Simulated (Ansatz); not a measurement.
Consider SrO in the rock salt structure (space group Fm-3m, No. 225).

```yaml
crystal:
  lattice:
    - [0.00000, 2.56110, 2.56110]
    - [2.56110, 0.00000, 2.56110]
    - [2.56110, 2.56110, 0.00000]
  atoms:
    - { symbol: O, position: [0.00000, 0.00000, 0.00000] }
    - { symbol: Sr, position: [0.50000, 0.50000, 0.50000] }
```

Cartesian axes are those of the cell as printed.

All numbers come from PBEsol (Ansatz, a quantum-chemistry and plane-wave program; PAW; 420 eV plane waves; no SOC).

Base values:

| Quantity | Result |
|---|---|
| Volume per atom | 16.80 Å³ |

Now apply this change: uniaxial stress, 5 GPa compression along z, with the cell and atoms free to relax against it.

**Question.** What happens to the mean lateral Poisson ratio?

**Answer.** The mean lateral Poisson ratio is 0.23.

**Question.** How does this affect the volume per atom?

**Answer.** The volume per atom drops by 0.244 Å³, from 16.80 Å³ to 16.55 Å³.

Load acts through the strain it causes; cell and atoms are relaxed under it. Stability under load was not tested beyond the relaxation.
